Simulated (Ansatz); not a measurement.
Functionals compared on a constructed model of the (111) surface of fcc Ir, a pseudomorphic layer of Pd in the host's stacking (bottom of the slab: a bare face, its two planes held), in Ansatz (plane waves, PAW). The structure was relaxed with PBE; the other rows are single points on it. Cutoff 420 eV (500 eV for r2SCAN).

Model: 7-atom slab, 13.6 Å thick at the start with caps and adatoms (thin: gaps and levels are the slab's own), 16x16x1 mesh, Fermi-Dirac 0.1 eV, dipole correction, 2 atoms held, the rest relaxed; symmetry of the start imposed; no spin, no spin-orbit, no U. In PBE it is, or lies within 0.01 eV a 1x1 cell of, the lowest of the 2 structures of its composition computed so far; subsurface sites and larger cells were not tried. These notes are the PBE run's.

```
functional  work function of the top face (eV)  rough cost of the single point
----------  ----------------------------------  ------------------------------
PBE                                       5.00                               –
RPBE                                      4.81         roughly 20 core-seconds
r2SCAN                                     ___    very roughly 40 core-seconds
```

**Question.** Fill in the missing entries.

**Answer.** 
- r2SCAN, work function of the top face (eV): 4.97

Ansatz is a first-principles code.
